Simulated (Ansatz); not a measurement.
An Ansatz (an electronic-structure program) run: Sr with a change (biaxial strain −0.50 %, plane normal [001], relaxed out of plane); PBEsol/PAW in Ansatz, scalar-relativistic without spin-orbit coupling.

Input:

Ansatz 0.2 input:
```yaml
crystal:
  lattice:
    - [4.1669159657, 0, 0]
    - [0, 4.1669159657, 0]
    - [2.0834579829, -2.0834579829, 2.9686639923]
  atoms:
    - { symbol: Sr, position: [0, 0, 0] }
basis: { ecutwfc: 420, ecutrho_ratio: 4, xc_grid: 2, fft_grid_basis: typed }
kpoints: { mp_grid: { grid: [14, 14, 14] } }
hamiltonian:
  xc: pbesol
  dispersion: none
  pseudopotentials: { kind: paw }
scf: { occupations: { method: fermi_dirac, width: 0.05 } }
relax: { f_tol: 0.005, max_steps: 50, cell: { stress_tol: 0.01, fix: [a, b, gamma] } }
output: { forces: true, stress: true }
checkpoint: { write: state.ck, write_every: 1000 }
```

Output (explanatory and most iteration lines left out):

```
Relaxation: its limit of steps is 50 (relax.max_steps)
Pseudopotential: Sr, paw, valence charge 10
Crystal: 1 atoms, lattice volume = 51.545 Å³
Basis set: ecut = 420 eV, 965 PW (Γ), exchange–correlation on 60×60×60 points (8 copies of the dense FFT grid, shifted against one another)
Bands: 9, of which v1, the nominal top of the filled ones, is band 5 counted from 1 (4 counted from 0)
Symmetry: 16 space group operations
Space group: I4/mmm (ITA 139), of the structure as read, at distance tolerance 3.7e-5 Å
k-points: 244 of 2744
Functional: x = pbesol(κ = 0.804, μ = 0.12345679012345678), c = pbesol(β = 0.046)
SCF iter   1: F=—  HF=-3492.218477 eV  |F-HF|=—  |Δ(HF+E_count)|=         —  Δρ=1.40e-3  dr2=9.16e-4  ethr=1.77e-3  ⟨swp⟩=6.9  Hψ=19659  notcnv=0
SCF iter   2: F=—  HF=-3492.218961 eV  |F-HF|=—  |Δ(HF+E_count)|=   4.84e-4  Δρ=7.24e-4  dr2=3.60e-4  ethr=9.16e-6  ⟨swp⟩=2.3  Hψ=5429  notcnv=0
SCF 1 converged in 6 iterations: F = -3492.218936 eV  dr2 = 9.43e-10
relax step   1: F+E_penalty+E_count = -3492.21893641 eV  Δ(F+E_penalty+E_count) = +0.000e0 eV  max|allowed force component| = 0.000e0 eV/Å  Δτ_max = 0.0000 Å  P = +0.094 GPa  Ω = 51.545 Å³  fix = [a, b, gamma]  reactions: a +0.107, b +0.107 GPa  (6 SCF iters, dr2 threshold 1.00e-7 eV, accepted)
[... steps on the carried basis left out ...]
relax step   3: F+E_penalty+E_count = -3492.21897778 eV  Δ(F+E_penalty+E_count) = -2.572e-5 eV  max|allowed force component| = 0.000e0 eV/Å  Δτ_max = 0.0000 Å  P = +0.042 GPa  Ω = 51.757 Å³  energy of the carried Pulay correction = -3.071e-6 eV  fix = [a, b, gamma]  reactions: a +0.063, b +0.063 GPa  (3 SCF iters, dr2 threshold 7.18e-9 eV, accepted)
Crystal: 1 atoms, lattice volume = 51.757 Å³
SCF iter   1: F=—  HF=-3492.218981 eV  |F-HF|=—  |Δ(HF+E_count)|=         —  Δρ=2.34e-6  dr2=7.89e-10  ethr=1.11e-7  ⟨swp⟩=4.5  Hψ=27954  notcnv=0
SCF iter   2: F=—  HF=-3492.218981 eV  |F-HF|=—  |Δ(HF+E_count)|=   1.98e-7  Δρ=1.45e-6  dr2=2.78e-10  ethr=7.89e-12  ⟨swp⟩=3.5  Hψ=4568  notcnv=0
SCF 4 converged in 6 iterations: F = -3492.218981 eV  dr2 = 9.55e-15
SCF converged after 6 iterations
Free energy (F): -3492.218981 eV
Internal energy: -3492.209383 eV  (E = F + TS)
E sigma→0 (E₀):  -3492.214182 eV
Entropy (-TS):   -0.009598 eV (-9.598 meV/atom)
Fermi energy:    5.430065 eV
--- Forces (eV/Å), atoms counted from 1 ---
  atom   1  Sr     0.00000000    -0.00000000     0.00000000
--- Stress (GPa, compression-positive) ---
        0.063374       0.000000      -0.000000
        0.000000       0.063374       0.000000
       -0.000000       0.000000       0.000155
  P = ⅓ Tr σ = 0.0423 GPa (0.423 kbar)
--- Relaxed structure (3 steps of the walk, 3 accepted, 1 SCFs on fresh bases) ---
  cell:  # Å, volume = 51.7567 Å³
    - [4.1669159657, 1.4776437642300933e-22, -3.5090757675682654e-11]
    - [1.477643823968595e-22, 4.1669159657, 3.509075838505839e-11]
    - [2.0834579828751028, -2.0834579828751028, 2.9808282259079806]
  atoms:
    - { symbol: Sr, position: [0.0, 0.0, 0.0] }
```

Stability against distortions was not tested. The cell was made from Sr in the fcc (Cu type) structure (space group Fm-3m, No. 225) by this change: biaxial strain −0.50 %, plane normal [001], relaxed out of plane.
